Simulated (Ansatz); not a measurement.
The structure below was relaxed with PBEsol/PAW in Ansatz (a quantum-chemistry and plane-wave program), no SOC, at pressure 7.5 GPa.

```
CELL_PARAMETERS angstrom
      0.00000     1.94322     1.94322
      1.94322     0.00000     1.94322
      1.94322     1.94322     0.00000
ATOMIC_POSITIONS crystal
  Pt 0.00000 0.00000 0.00000
```

Task: Find the space group and the Wyckoff positions.

Result: Space group Fm-3m (No. 225); a = b = c = 3.8864 Å, α = β = γ = 90.00°

```json
[
 {"atom": "Pt", "site": "4a", "symmetry": "m-3m", "x": "0.0000", "y": "0.0000", "z": "0.0000"}
]
```

Task: Describe the coordination.

Result: The crystal has 4 atoms in its conventional cell. Conventional cell: a = b = c = 3.886 Å, α = β = γ = 90.00°. Pt is surrounded by 12 Pt at 2.748 Å (cuboctahedral). (Neighbours: up to the widest gap in distance over summed covalent radii, below 1.35, at either atom.)

Load acts through the strain it causes; cell and atoms are relaxed under it. No phonon test of stability was made. No other phases were tried under pressure. All final runs are without spin polarisation. The cell was made from Pt in the fcc (Cu type) structure (space group Fm-3m, No. 225) by this change: pressure 7.5 GPa.
